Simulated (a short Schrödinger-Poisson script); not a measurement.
From a short Schrödinger-Poisson script (our own, NumPy): 1D Poisson equation in equilibrium, electrons quantum, Hartree (BenDaniel-Duke, 12 states a valley, the channel's in-plane mass for all, wave functions ending at the dielectric), parabolic valleys, classical holes, full ionisation, no traps, pinning or gate leakage.

Stack: symmetric double-gate stack, Al2O3 on p-type In0.53Ga0.47As, at 77 K.

From the gate side: 5.6 nm Al2O3; 20 nm In0.53Ga0.47As, acceptors 4e15 cm⁻³; 5.6 nm Al2O3.

Constants are typed, rounded textbook-type inputs, not results; the design itself was drawn at random and stands for no fabricated device. Al2O3: permittivity 9, conduction-band edge (eV) 3.16, gap (eV) 6.8, electron mass (mₑ) 0.3. In0.53Ga0.47As: permittivity 13.9, conduction-band edge (eV) 0, gap (eV) 0.74, Nv at 300 K (cm⁻³) 7.7e18.

Channel valleys (confinement mass, in-plane density-of-states mass, number): Γ 0.041, 0.041, 1. At the gates, both at one voltage, the conduction-band edge of layer 1 lies 3.51 eV − eVg above the Fermi level of the channel. Gaps are held at their typed values at every temperature. Mesh 0.03 nm at interfaces.

Q: Give the capacitance of both gates at Vg = 1.8 V (μF/cm²); the sheet density of all electrons at Vg = 1.8 V (cm⁻²); the sheet density of all electrons at Vg = 0.6 V (cm⁻²).

A: capacitance of both gates at Vg = 1.8 V (μF/cm²): 1.74; sheet density of all electrons at Vg = 1.8 V (cm⁻²): 1.35e13; sheet density of all electrons at Vg = 0.6 V (cm⁻²): 1.64e12. Above a few 1e12 electrons/cm² a light Γ valley is non-parabolic and upper valleys begin to fill, which the model leaves out.
